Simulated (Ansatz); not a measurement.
The starting structures come from a database of crystals and need not be the phases stable at ambient conditions.

Consider the following.

```
BiRhS
1.0
    6.22212     0.00000     0.00000
    0.00000     8.79941     0.00000
    0.00000     4.39970     4.39970
Bi Rh S
4 4 4
Direct
  0.12736   0.87264   0.75472
  0.62736   0.62736   0.74528
  0.87264   0.37264   0.50000
  0.37264   0.12736   0.00000
  0.47799   0.52201   0.45598
  0.97799   0.97799   0.04402
  0.52201   0.02201   0.50000
  0.02201   0.47799   0.00000
  0.88111   0.11889   0.26222
  0.38111   0.38111   0.23778
  0.11889   0.61889   0.50000
  0.61889   0.88111   0.00000
```

Space group of this cell: P2_13. The cell is taken as given; by r2SCAN its mean pressure is -2.4 GPa.

Transport runs along the normal of the first two printed cell vectors, the (110) plane of the conventional cell.

The gap is the functional's own, uncorrected, and κ follows it; spin-orbit coupling is left out. Mid-gap values are interpolated between the computed energies.

Question: State the band gap and the smallest decay constant κ at mid-gap according to r2SCAN (Ansatz, an electronic-structure program).

Answer: Gap 0.57 eV on a 8×8×8 mesh; κ = 0.134 1/Å, at (0.000, 0.250) of the in-plane reciprocal vectors. At the zone centre, at the nearest computed energy, the slowest state has κ = 0.14 1/Å.
